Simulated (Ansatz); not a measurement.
An Ansatz (a first-principles code) run: Ca with a change (x(Sc) = 0.5, 4 atoms, P4/nmm); Kohn–Sham DFT with the r2SCAN functional, run in Ansatz with PAW and 500 eV plane waves, spin-orbit coupling left out, earlier PAW set.

Input:

Ansatz 0.2 input:
```yaml
crystal:
  lattice:
    - [3.728020514, 0, 0]
    - [0, 3.728020514, 0]
    - [0, 0, 9.4467475324]
  atoms:
    - { symbol: Ca, position: [0.5, 0, 0.8424766097] }
    - { symbol: Sc, position: [0, 0.5, 0.5883888855] }
    - { symbol: Sc, position: [0.5, 0, 0.4116111145] }
    - { symbol: Ca, position: [0, 0.5, 0.1575233903] }
basis: { ecutwfc: 500, ecutrho_ratio: 4, xc_grid: 3, fft_grid_basis: typed }
kpoints: { mp_grid: { grid: [13, 13, 5] } }
hamiltonian:
  xc: r2scan
  dispersion: none
  pseudopotentials: { azcp: { folder: ./paw }, kind: paw }
scf: { occupations: { method: fermi_dirac, width: 0.05 }, convergence: { dr2_threshold: 0.0000000004 } }
output: { forces: true, stress: true }
checkpoint: { write: state.ck, write_every: 1000 }
```

Output:

```
WARN ansatz: RAYON_NUM_THREADS=1 ignored (pool sized by the plan → 1); use --threads N
Pseudopotentials: kind: paw
Pseudopotential: Ca, paw, valence charge 10
Pseudopotential: Sc, paw, valence charge 11
Functional definition: r2SCAN
Crystal: 4 atoms, lattice volume = 131.292 Å³
Basis set: ecut = 500 eV, 3323 PW (Γ), exchange–correlation on 90×90×216 points (27 copies of the dense FFT grid, shifted against one another)
Bands: 25, of which v1, the nominal top of the filled ones, is band 21 counted from 1 (20 counted from 0)
Symmetry: 16 space group operations
Space group: P4/nmm (ITA 129), of the structure as read, at distance tolerance 5.1e-5 Å
k-points: 84 of 845
PAW frozen core: Ca, regenerated for the run's functional
PAW frozen core: Sc, regenerated for the run's functional
Initial density: superposition of atomic densities (chi_scale 0.1, normalization cell, long waves kept (reshape's long-wave potential 0.22 eV rms))
Initial wavefunctions: pseudopotential atomic-orbital guess
Eigensolver: davidson
Functional: x = r2scan, c = r2scan; τ floored in thin density (d = 2e-4 eV/Å³)
SCF iter   1: F=—  HF=-7924.790876 eV  |F-HF|=—  |Δ(HF+E_count)|=         —  Δρ=4.09e-2  dr2=1.03e1  dr2_τ=6.89e-2  ethr=3.10e-3  ⟨swp⟩=8.8  Hψ=11984  notcnv=0
all-band conjugate gradients solve this SCF's bands
preconditioner: auto → Kerker (q_TF=auto, 2.256 Å⁻¹)
SCF iter   2: F=—  HF=-7923.910135 eV  |F-HF|=—  |Δ(HF+E_count)|=   8.81e-1  Δρ=1.22e-2  dr2=2.75e-1  dr2_τ=4.38e-2  ethr=3.10e-3  ⟨swp⟩=3.1  Hψ=4746  notcnv=0
SCF iter   3: F=—  HF=-7923.981573 eV  |F-HF|=—  |Δ(HF+E_count)|=   7.14e-2  Δρ=7.47e-3  dr2=1.65e-1  dr2_τ=2.57e-3  ethr=6.54e-4  ⟨swp⟩=2.8  Hψ=2827  notcnv=0
SCF iter   4: F=—  HF=-7923.992185 eV  |F-HF|=—  |Δ(HF+E_count)|=   1.06e-2  Δρ=3.62e-3  dr2=2.66e-2  dr2_τ=4.02e-4  ethr=3.92e-4  ⟨swp⟩=2.2  Hψ=2484  notcnv=0
SCF iter   5: F=—  HF=-7923.995032 eV  |F-HF|=—  |Δ(HF+E_count)|=   2.85e-3  Δρ=1.57e-3  dr2=1.15e-2  dr2_τ=3.86e-5  ethr=6.34e-5  ⟨swp⟩=2.0  Hψ=2632  notcnv=0
SCF iter   6: F=—  HF=-7923.994899 eV  |F-HF|=—  |Δ(HF+E_count)|=   1.33e-4  Δρ=2.87e-4  dr2=1.70e-4  dr2_τ=3.43e-6  ethr=2.74e-5  ⟨swp⟩=1.9  Hψ=2284  notcnv=0
SCF iter   7: F=—  HF=-7923.994916 eV  |F-HF|=—  |Δ(HF+E_count)|=   1.63e-5  Δρ=7.36e-5  dr2=2.18e-5  dr2_τ=4.48e-7  ethr=4.04e-7  ⟨swp⟩=2.4  Hψ=3093  notcnv=0
SCF iter   8: F=—  HF=-7923.994914 eV  |F-HF|=—  |Δ(HF+E_count)|=   1.99e-6  Δρ=1.07e-5  dr2=1.50e-7  dr2_τ=1.39e-8  ethr=5.18e-8  ⟨swp⟩=1.8  Hψ=2421  notcnv=0
SCF iter   9: F=—  HF=-7923.994915 eV  |F-HF|=—  |Δ(HF+E_count)|=   1.78e-6  Δρ=3.79e-6  dr2=3.37e-8  dr2_τ=1.34e-9  ethr=3.56e-10  ⟨swp⟩=2.1  Hψ=3193  notcnv=0
SCF iter  10: F=—  HF=-7923.994915 eV  |F-HF|=—  |Δ(HF+E_count)|=   8.28e-9  Δρ=1.01e-6  dr2=2.60e-9  dr2_τ=7.45e-11  ethr=8.03e-11  ⟨swp⟩=2.6  Hψ=2893  notcnv=0
SCF iter  11: F=-7923.994915 eV  HF=-7923.994915 eV  |F-HF|=1.82e-11  |Δ(HF+E_count)|=  9.61e-10  Δρ=2.29e-7  dr2=1.28e-10  dr2_τ=1.94e-12  ethr=1.00e-12  ⟨swp⟩=4.4  Hψ=7026  notcnv=0
SCF 1 converged in 11 iterations: F = -7923.994915 eV  dr2 = 1.28e-10
SCF converged after 11 iterations
Free energy (F): -7923.994915 eV
Harris-Foulkes:  -7923.994915 eV  (|F-HF|=1.82e-11)
Internal energy: -7923.933056 eV  (E = F + TS)
E sigma→0 (E₀):  -7923.963986 eV
Entropy (-TS):   -0.061860 eV (-15.465 meV/atom)
Fermi energy:    6.639046 eV
--- Per-component energies (eV) ---
  E_band       = -752.041043
  E_kinetic    = 913.407970
  E_local      = -3762.103678  (includes V_loc(G=0)·N_el)
  E_nonlocal   = 465.502757
  E_hartree    = 1338.135800
  E_xc         = -411.065012
  E_vxc        = -579.223731  (∫ρ·V_xc dr)
  E_paw        = -3742.246692  (= ΣΔE_a)
  E_vpaw       = -501.931342  (= ΣTr[D̂ρ^β])
  E_aug_tail   = 0.000032  (compensation charges beyond the density's cutoff)
  E_vtau       = 36.035272  (kinetic-family band-sum trace: ∫τ·v_τ [+ j·A + Jᵃ·Aᵃ] dr)
  E_ewald      = -2724.645919
  E_core_change = -0.918314  (= ΣΔE_core)
  E_smearing   = -0.061860  (= −TS)
  E_closure    = 0.000000  (closes the sum)
  Σ components = -7923.994915   (vs F -7923.994915, Δ=0.00e0)
  [band-id]    e_kinetic+e_local+e_nonlocal+2·e_hartree+e_vxc+e_vpaw+e_augmentation_tail+e_vtau = -752.041120   (vs E_band -752.041043, Δ=-7.78e-5)
--- Forces (eV/Å), atoms counted from 1 ---
  atom   1  Ca     0.00000000     0.00000000     0.00020975
  atom   2  Sc     0.00000000     0.00000000    -0.00038486
  atom   3  Sc    -0.00000000     0.00000000     0.00038486
  atom   4  Ca    -0.00000000     0.00000000    -0.00020975
  max |Σ_I F_I| component: 5.42e-20 eV/Å
--- Stress (GPa, compression-positive) ---
        0.010181      -0.000000       0.000000
       -0.000000       0.010181       0.000000
        0.000000       0.000000      -0.017227
  P = ⅓ Tr σ = 0.0010 GPa (0.010 kbar)
  The stress holds the Pulay correction. Without it, at fixed plane waves, as pw.x and ABINIT print it: P = -0.0300 GPa
  The stress includes an estimate of the error left by incomplete SCF convergence (largest component 0.0001 GPa).
--- Band table ---
  band table: none
```

Each cell is one ordered arrangement of few atoms, which overstates ordering effects compared with a random alloy. Stability against distortions was not tested. The final runs are not spin-polarised. The cell was made from Ca by this change: x(Sc) = 0.5, 4 atoms, P4/nmm. CaSc has a high density of states at the Fermi level and may be magnetic at this level.
